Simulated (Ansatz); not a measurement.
**zinc-blende GaAs (0 0 1) on cubic CsPbBr3 (0 0 1) (film strained to the substrate, started from cuts of the bulks and a machine-learned relaxation; metallic at this level, with no gap by band count; slabs Cs3Br7Pb2 and As8Ga8, which can lie off the formulas)**

A periodic stack without vacuum, zinc-blende GaAs (0 0 1) on cubic CsPbBr3 (0 0 1) (film strained to the substrate, started from cuts of the bulks and a machine-learned relaxation; metallic at this level, with no gap by band count; slabs Cs3Br7Pb2 and As8Ga8, which can lie off the formulas): substrate slab Cs3Br7Pb2, film As8Ga8, surface cells [[0, 1], [-1, 0]] and [[0, -1], [2, 1]], film strained by +4.4 and +4.4 %, outermost planes BrCs/BrCs and As/Ga as cut, which need not be the usual terminations and can put a slab off its formula.

The start was prepared with a machine-learned potential, and the result is one local minimum, with the in-plane cell held and forces under 0.04 eV/Å; the film can end far from its bulk form.

Level of theory: PBE (plane waves to 420 eV, PAW; Ansatz, a program for electronic structure). Scalar-relativistic, without spin–orbit coupling; the runs are not spin-polarised. Its k-point mesh 4×4×1, Fermi–Dirac width 0.05 eV.

interface area: 36.0 Å²
period: 27.77 Å
heights between the nearest atoms of the two slabs at the two interfaces: 3.10 and 2.45 Å
As–Cs contacts across the interfaces within 1.22 times the sum of covalent radii: 2, mean 3.76 Å
Cs–Ga contacts across the interfaces within 1.22 times the sum of covalent radii: 1, mean 4.14 Å
Br–Ga contacts across the interfaces within 1.22 times the sum of covalent radii: 1, mean 2.52 Å
two interfaces: unlike, so that offsets are their mean

```yaml
crystal:
  lattice:
    - [5.99888, 0.00001, -0.11771]
    - [-0.00107, 6.00001, -0.04538]
    - [1.47016, -0.21038, 27.74609]
  atoms:
    - { symbol: Cs, position: [0.02132, 0.90093, 0.06329] }
    - { symbol: Br, position: [0.50911, 0.29527, 0.03210] }
    - { symbol: Cs, position: [0.95048, 0.86797, 0.28557] }
    - { symbol: Pb, position: [0.50405, 0.38019, 0.15683] }
    - { symbol: Br, position: [0.00554, 0.39830, 0.14311] }
    - { symbol: Br, position: [0.50945, 0.87688, 0.14475] }
    - { symbol: Br, position: [0.49163, 0.38211, 0.25818] }
    - { symbol: Cs, position: [0.87603, 0.93018, 0.49124] }
    - { symbol: Pb, position: [0.44474, 0.38195, 0.38308] }
    - { symbol: Br, position: [0.94708, 0.37374, 0.36904] }
    - { symbol: Br, position: [0.44512, 0.88173, 0.36887] }
    - { symbol: Br, position: [0.43860, 0.38443, 0.48312] }
    - { symbol: As, position: [0.30844, 0.49102, 0.70175] }
    - { symbol: As, position: [0.78079, 0.01881, 0.70169] }
    - { symbol: As, position: [0.90836, 0.59374, 0.60382] }
    - { symbol: As, position: [0.21322, 0.89837, 0.60282] }
    - { symbol: As, position: [0.26620, 0.51331, 0.90143] }
    - { symbol: As, position: [0.75812, 0.02188, 0.90165] }
    - { symbol: As, position: [0.78461, 0.51774, 0.80390] }
    - { symbol: As, position: [0.27573, 0.00749, 0.79780] }
    - { symbol: Ga, position: [0.54231, 0.26387, 0.75374] }
    - { symbol: Ga, position: [0.03343, 0.75400, 0.74599] }
    - { symbol: Ga, position: [0.05670, 0.24712, 0.64971] }
    - { symbol: Ga, position: [0.55276, 0.75025, 0.64973] }
    - { symbol: Ga, position: [0.59330, 0.35942, 0.94384] }
    - { symbol: Ga, position: [0.89172, 0.65265, 0.92742] }
    - { symbol: Ga, position: [0.02985, 0.25031, 0.84969] }
    - { symbol: Ga, position: [0.50670, 0.77302, 0.84968] }
```
